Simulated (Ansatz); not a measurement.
SiC (model structure, started from the NiAs type, P6₃/mmc, No. 194, 4 atoms in the cell) was calculated with r²SCAN (PAW; Ansatz, a first-principles code).

Input file:

Ansatz 0.2 input:
```yaml
crystal:
  lattice:
    - [2.8365306403, 0.0, 0.0]
    - [-1.4182653201, 2.4565075931, 0.0]
    - [0.0, 0.0, 4.668930327]
  atoms:
    - { symbol: Si, position: [0.0, 0.0, 0.0] }
    - { symbol: Si, position: [0.0, 0.0, 0.5] }
    - { symbol: C, position: [0.3333333333, 0.6666666667, 0.25] }
    - { symbol: C, position: [0.6666666667, 0.3333333333, 0.75] }
basis:
  ecutwfc: 560
  ecutrho_ratio: 4
  xc_grid: 3
kpoints:
  mp_grid: { grid: [18, 18, 12] }
hamiltonian:
  xc: r2scan
  dispersion: none
  pseudopotentials: { kind: paw }
scf:
  occupations: { method: fermi_dirac, width: 0.05 }
output:
  forces: true
  stress: true
  eigenvalues: true
relax:
  f_tol: 0.004
  escape_saddle: false
  max_steps: 80
  cell: { stress_tol: 0.02, fix: [volume] }
```

Excerpt of the program's output:

```
Relaxation: its limit of steps is 80 (relax.max_steps)
Crystal: 4 atoms, lattice volume = 32.533 Å³
Basis set: ecut = 560 eV, 991 PW (Γ), exchange–correlation on 72×72×120 points (27 copies of the dense FFT grid, shifted against one another)
Bands: 12, of which v1, the nominal top of the filled ones, is band 8 counted from 1 (7 counted from 0)
Symmetry: 24 space group operations
Space group: P63/mmc (ITA 194), of the structure as read, at distance tolerance 3.2e-5 Å
k-points: 259 of 3888
Functional: x = r2scan, c = r2scan; τ floored in thin density (d = 2e-4 eV/Å³)
SCF iter   1: F=—  HF=-1779.100458 eV  |F-HF|=—  |Δ(HF+E_count)|=         —  Δρ=1.14e-2  dr2=4.28e-2  dr2_τ=4.27e-1
SCF iter   2: F=—  HF=-1779.256858 eV  |F-HF|=—  |Δ(HF+E_count)|=   1.56e-1  Δρ=8.22e-3  dr2=1.97e-2  dr2_τ=1.96e-4
  ...
SCF 1 converged in 6 iterations: F = -1779.254052 eV  dr2 = 2.78e-8
Crystal: 4 atoms, lattice volume = 32.533 Å³
Initial density: handed on by an earlier stage of this run
SCF 2 converged in 3 iterations: F = -1779.254161 eV  dr2 = 1.16e-7
Crystal: 4 atoms, lattice volume = 32.533 Å³
SCF 3 converged in 2 iterations: F = -1779.254162 eV  dr2 = 6.75e-9
Crystal: 4 atoms, lattice volume = 32.533 Å³
SCF iter   4: F=—  HF=-1779.254162 eV  |F-HF|=—  |Δ(HF+E_count)|=  8.98e-11  Δρ=1.91e-7  dr2=6.53e-12  dr2_τ=6.59e-13
SCF iter   5: F=-1779.254162 eV  HF=-1779.254162 eV  |F-HF|=2.27e-13  |Δ(HF+E_count)|=  1.59e-12  Δρ=5.72e-8  dr2=3.58e-13  dr2_τ=1.80e-14
SCF 4 converged in 5 iterations: F = -1779.254162 eV  dr2 = 3.58e-13
SCF converged after 5 iterations
Free energy (F): -1779.254162 eV
Internal energy: -1779.251973 eV  (E = F + TS)
E sigma→0 (E₀):  -1779.253068 eV
Fermi energy:    14.177888 eV
--- Stress (GPa, compression-positive) ---
        5.657952       0.000000      -0.000000
        0.000000       5.657952       0.000000
       -0.000000       0.000000       5.660894
  P = ⅓ Tr σ = 5.6589 GPa (56.589 kbar)
```

The cell is one volume of an energy–volume scan, off the minimum.

The PAW data were made under PBE.

Note: the relaxation could raise the start's symmetry but not lower it, so the cell can be a saddle point.

The result took roughly 60 core-seconds.

A model structure was made by putting elements into a prototype or built by hand; it is no filed structure, need not be a known phase, and can be a saddle point held by its symmetry.
